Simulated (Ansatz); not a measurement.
## Ge, response to strain

The reference is Ge in the diamond structure (space group Fd-3m, No. 227).

```
Ge
1.0
    0.00000     2.83808     2.83808
    2.83808     0.00000     2.83808
    2.83808     2.83808     0.00000
Ge
2
Direct
  0.00000   0.00000   0.00000
  0.25000   0.25000   0.25000
```

Cartesian axes are those of the cell as printed.

Strains are applied to the cell and any free atomic positions relax; under biaxial strain the out-of-plane vector relaxes too.

The values are results of plane-wave PAW DFT at the PBEsol level (Ansatz, a first-principles code, 420 eV), without spin-orbit coupling, not measurements.

Notes on the quantities. energy relative to the base: free energy F; pressure: mean of the normal stresses, compression positive.

```csv
variant,shortest interatomic distance,energy relative to the base,pressure
base,2.458 Å,0 meV/atom,0.0 GPa
"biaxial strain −2.50 %, plane normal [001], relaxed out of plane",2.433 Å,+12 meV/atom,2.3 GPa
"biaxial strain −2.00 %, plane normal [001], relaxed out of plane",2.438 Å,+7.5 meV/atom,1.8 GPa
"biaxial strain −1.50 %, plane normal [001], relaxed out of plane",2.443 Å,+4.1 meV/atom,1.3 GPa
"biaxial strain −0.50 %, plane normal [001], relaxed out of plane",2.453 Å,+0.4 meV/atom,0.4 GPa
"biaxial strain +1.00 %, plane normal [001], relaxed out of plane",2.468 Å,+1.7 meV/atom,-0.8 GPa
"biaxial strain +1.50 %, plane normal [001], relaxed out of plane",2.473 Å,+3.8 meV/atom,-1.2 GPa
"biaxial strain +2.00 %, plane normal [001], relaxed out of plane",2.478 Å,+6.7 meV/atom,-1.5 GPa
"biaxial strain +2.50 %, plane normal [001], relaxed out of plane",2.483 Å,+10 meV/atom,-1.9 GPa
"biaxial strain +3.00 %, plane normal [001], relaxed out of plane",2.489 Å,+15 meV/atom,-2.2 GPa
```

Whether these cells are dynamically stable was not tested.
